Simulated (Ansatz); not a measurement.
**A computed series for Al3Pd2: pressure series**

Start from Al₃Pd₂ (space group P-3m1, No. 164; a = 4.210 Å, c = 5.140 Å; a cell from a computed database, its experimental status unchecked).

Cell and atoms are relaxed at each pressure.

Method: plane-wave PAW DFT at the PBEsol level (Ansatz, an electronic-structure program, 420 eV), without spin-orbit coupling.

| pressure (GPa) | volume per atom (Å³/atom) |
|---|---|
| -2 | 16.014 |
| -1 | ? |
| 0 | 15.778 |
| 0.3 | 15.745 |
| 0.7 | 15.701 |
| 1.5 | 15.615 |
| 5 | 15.266 |
| 7.5 | 15.040 |
| 10 | 14.830 |

Q: Fit the third-order Birch–Murnaghan form P(V) = (3B₀/2)[(V₀/V)^(7/3) − (V₀/V)^(5/3)]·[1 + (3/4)(B₀′ − 4)((V₀/V)^(2/3) − 1)] (squares taken in P) to the rows shown and predict the withheld row.

A: Least squares on the printed values gives V₀ = 15.779 Å³/atom, B₀ = 140 GPa, B₀′ = 4.5; this predicts 15.894 Å³/atom, and the run gives 15.894 Å³/atom, in agreement.

Load acts through the strain it causes; cell and atoms are relaxed under it. Whether these cells are dynamically stable was not tested. No other phases were tried under pressure. All final runs are without spin polarisation.
